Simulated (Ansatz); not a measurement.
Consider a periodic stack without vacuum, fluorite-type CoSi2 (0 0 1) on cubic SrTiO3 (0 0 1) (film strained to the substrate, started from cuts of the bulks and a machine-learned relaxation; slabs Sr3Ti4O11 and Co4Si8, which can lie off the formulas): substrate slab Sr3Ti4O11, film Co4Si8, surface cells [[0, 1], [-1, 0]] and [[1, 0], [1, 1]], film strained by +3.9 and +3.9 %, outermost planes OTi/OTi and Si/Co as cut, which need not be the usual terminations and can put a slab off its formula. Its start:

```yaml
crystal:
  lattice:
    - [3.93679, 0.00000, -0.03994]
    - [0.00000, 3.93679, -0.02420]
    - [0.39061, -1.14469, 26.30885]
  atoms:
    - { symbol: Sr, position: [0.96250, 0.01521, 0.12606] }
    - { symbol: Ti, position: [0.45812, 0.48516, 0.05740] }
    - { symbol: O, position: [0.99265, 0.51781, 0.05507] }
    - { symbol: O, position: [0.49177, 0.01874, 0.05504] }
    - { symbol: O, position: [0.48211, 0.53471, 0.12856] }
    - { symbol: Sr, position: [0.96185, 0.07847, 0.27903] }
    - { symbol: Ti, position: [0.46099, 0.54389, 0.20498] }
    - { symbol: O, position: [0.97818, 0.55965, 0.20354] }
    - { symbol: O, position: [0.47930, 0.05797, 0.20348] }
    - { symbol: O, position: [0.47398, 0.57736, 0.27877] }
    - { symbol: Sr, position: [0.95417, 0.14577, 0.43234] }
    - { symbol: Ti, position: [0.45627, 0.61365, 0.35431] }
    - { symbol: O, position: [0.97231, 0.59479, 0.35387] }
    - { symbol: O, position: [0.47326, 0.09646, 0.35339] }
    - { symbol: O, position: [0.46962, 0.61998, 0.42907] }
    - { symbol: Ti, position: [0.44955, 0.67802, 0.50284] }
    - { symbol: O, position: [0.96849, 0.63031, 0.50542] }
    - { symbol: O, position: [0.46478, 0.13801, 0.49841] }
    - { symbol: Co, position: [0.00975, 0.93841, 0.74701] }
    - { symbol: Co, position: [0.49312, 0.39504, 0.64957] }
    - { symbol: Co, position: [0.95949, 0.90392, 0.92476] }
    - { symbol: Co, position: [0.53139, 0.49312, 0.84316] }
    - { symbol: Si, position: [0.51950, 0.91565, 0.69816] }
    - { symbol: Si, position: [0.02702, 0.42020, 0.69994] }
    - { symbol: Si, position: [0.00193, 0.37060, 0.60473] }
    - { symbol: Si, position: [0.61954, 0.87268, 0.60245] }
    - { symbol: Si, position: [0.47236, 0.99672, 0.89160] }
    - { symbol: Si, position: [0.01566, 0.40596, 0.89075] }
    - { symbol: Si, position: [0.02228, 0.46025, 0.79655] }
    - { symbol: Si, position: [0.51698, 0.96314, 0.79627] }
```

The start was prepared with a machine-learned potential, and the result is one local minimum, with the in-plane cell held and forces under 0.04 eV/Å; the film can end far from its bulk form.

All values below come from PBE (plane waves to 420 eV, PAW; Ansatz, a quantum-chemistry and plane-wave program). Scalar-relativistic, without spin–orbit coupling; the runs are not spin-polarised; PBE gaps are too small against experiment. Its k-point mesh 8×8×1, Fermi–Dirac width 0.05 eV.

Q: Predict the relaxed interface.

A: 
- interface area: 15.5 Å²
- period: 25.59 Å
- heights between the nearest atoms of the two slabs at the two interfaces: 2.77 and 1.56 Å
- Co–Ti contacts across the interfaces within 1.22 times the sum of covalent radii: 3, mean 3.14 Å
- Co–O contacts across the interfaces within 1.22 times the sum of covalent radii: 2, mean 2.05 Å
- Co–Sr contacts across the interfaces within 1.22 times the sum of covalent radii: 1, mean 3.87 Å
- Si–Ti contacts across the interfaces within 1.22 times the sum of covalent radii: 1, mean 2.79 Å
